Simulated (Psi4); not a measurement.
Psi4 1.11, HF/def2-svp: hydrogen bromide (Br), 2 atoms. The geometry is a generated start, not checked to be a minimum at this level.

- task = energy
- method = scf
- basis = def2-svp
- memory = 3 GB
- maxiter = 100
- keys of the molecule block = symmetry c1
- scf_type = df (default)
- scf_initial_accelerator = adiis (default)
- e_convergence = 1e-06 (default)
- d_convergence = 1e-06 (default)
- basis functions = 37

```xyz
2

Br     0.7009    -0.0161     0.0084
H     -0.7009     0.0161    -0.0084
```

With the defaults (damping_percentage = 0, diis_max_vecs = 10, level_shift = 0, level_shift_cutoff = 0.01, diis_start = 1, soscf = false, soscf_start_convergence = 0.01, guess = auto, which took SAD) it converges in 7 SCF iterations. One run each on 2 threads, with these changes:
- level_shift = 0.1, level_shift_cutoff = 0.001
- guess = core
- diis_start = 4
- level_shift = 0.5, level_shift_cutoff = 0.001
- guess = sadno
- damping_percentage = 60
- soscf = true, soscf_start_convergence = 0.1
- soscf = true, soscf_start_convergence = 0.001
- diis_max_vecs = 20

Which of these changes keep the SCF from converging, or lead it to another solution?

No convergence: damping_percentage = 60 (the run ends without SCF convergence in 100 iterations). The rest reach the solution of the defaults.

```csv
setting,SCF iterations,JK calls,end
"soscf = true, soscf_start_convergence = 0.1",5,16,same solution
"soscf = true, soscf_start_convergence = 0.001",6,17,same solution
the defaults,7,8,same solution
diis_max_vecs = 20,7,8,same solution
"level_shift = 0.1, level_shift_cutoff = 0.001",8,9,same solution
diis_start = 4,8,9,same solution
"level_shift = 0.5, level_shift_cutoff = 0.001",8,9,same solution
guess = sadno,8,8,same solution
guess = core,10,10,same solution
damping_percentage = 60,100,101,no convergence
```

An SOSCF iteration holds several JK calls; a Hückel guess adds calls on atoms.
